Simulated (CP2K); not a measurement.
Troubleshooting CP2K: a failed run on Ti5S8 (Cm, 13 atoms in the cell). The aim is a self-consistent single point with DFT PBEsol, GPW, DZVP-MOLOPT-SR-GTH basis, GTH-PBE potentials (GTH_POTENTIALS).

Cell that was meant: a = 12.1674 Å, b = 12.1674 Å, c = 5.9489 Å, α = 103.27°, β = 103.27°, γ = 16.16°.

Part of the input:

```
      S        0.80971000     0.80971000     0.14748000
    &END COORD
    &KIND Ti
      BASIS_SET DZVP-MOLOPT-LR-SR-GTH
      POTENTIAL GTH-PBE-q12
    &END KIND
    &KIND S
```

Log, with long lists cut:

```
 GLOBAL| Method name                                                        CP2K
 GLOBAL| Project name                                                       bulk
 GLOBAL| Run type                                                   ENERGY_FORCE

 CELL| Volume [angstrom^3]:                                           238.405733
 CELL| Vector a [angstrom]:      12.167     0.000     0.000   |a| =    12.167432
 CELL| Vector b [angstrom]:      11.687     3.386     0.000   |b| =    12.167431
 CELL| Vector c [angstrom]:      -1.365    -0.194     5.787   |c| =     5.948910
 CELL| Angle (b,c), alpha [degree]:                                   103.266262
 CELL| Angle (a,c), beta  [degree]:                                   103.266263
 CELL| Angle (a,b), gamma [degree]:                                    16.157185
 CELL| Numerically orthorhombic:                                              NO
 CELL| Periodicity                                                           XYZ

 *******************************************************************************
 *   ___                                                                       *
 *  /   \                                                                      *
 * [ABORT]                                                                     *
 *  \___/    The requested basis set <DZVP-MOLOPT-LR-SR-GTH> for element <Ti>  *
 *    |             was not found in the basis set files <BASIS_MOLOPT>        *
 *  O/|                                                                        *
 * /| |                                                                        *
 * / \                                          aobasis/basis_set_types.F:1523 *
 *******************************************************************************

 ===== Routine Calling Stack =====

            3 read_qs_kind
            2 create_qs_kind_set
            1 CP2K
Abort(1) on node 0 (rank 0 in comm 0): application called MPI_Abort(MPI_COMM_WORLD, 1) - process 0
```

Task: From the messages shown, name the fault and mend the input.

Result: The fault is a basis or potential name that is not in the library file. The name must match an entry for that element. To fix it, correct the name. The program stopped before any SCF iteration.

The sound input it was made from differs as follows (other fixes are possible):
```diff
-      BASIS_SET DZVP-MOLOPT-LR-SR-GTH
+      BASIS_SET DZVP-MOLOPT-SR-GTH
```

With that input, the run converged in 20 iterations: free energy E − TS -10140.2147 eV; Fermi level (on the code's own zero) 7.37 eV; pressure -4.58 GPa; largest force (vector length) 0.328 eV/Å (DFT PBEsol, GPW, DZVP-MOLOPT-SR-GTH basis, GTH-PBE potentials (GTH_POTENTIALS)).

On the sound input: the starting cell comes from a database of computed structures (which also holds hypothetical and non-ambient phases and stackings), without a prior relaxation at this level. Spin polarisation is off, so a magnetic state, if there is one, cannot be reached. Values carry the incompleteness of an atom-centred basis. The potentials were made for another functional than the one used. With a pressure of about -5 GPa the cell is away from its equilibrium volume at this level.
